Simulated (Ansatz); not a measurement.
Take BaHfO3 in the cubic perovskite structure (space group Pm-3m, No. 221; a = 4.158 Å) as the base.

Levels (all Ansatz, an electronic-structure program, PAW): PBEsol (420 eV, spin-orbit coupling left out); r2SCAN (500 eV, scalar-relativistic without spin-orbit coupling).

The geometry is relaxed with PBEsol.

- PBEsol pressure: 0.00 GPa
- PBEsol band gap: 3.58 eV
- PBEsol gap character: indirect, R → Γ

How does going to r2SCAN change the pressure, band gap and gap character?

The pressure goes from zero to 2.48 GPa; the band gap grows by 0.643 eV (3.58 eV → 4.23 eV); the gap character remains indirect, R → Γ.

Single points use the geometry relaxed with PBEsol. Their cutoffs differ, which shifts pressures a little. Spin-orbit coupling, missing from the scalar runs, can matter with Hf. No phonon test of stability was made. The base started in P4mm and relaxed to Pm-3m at this level.
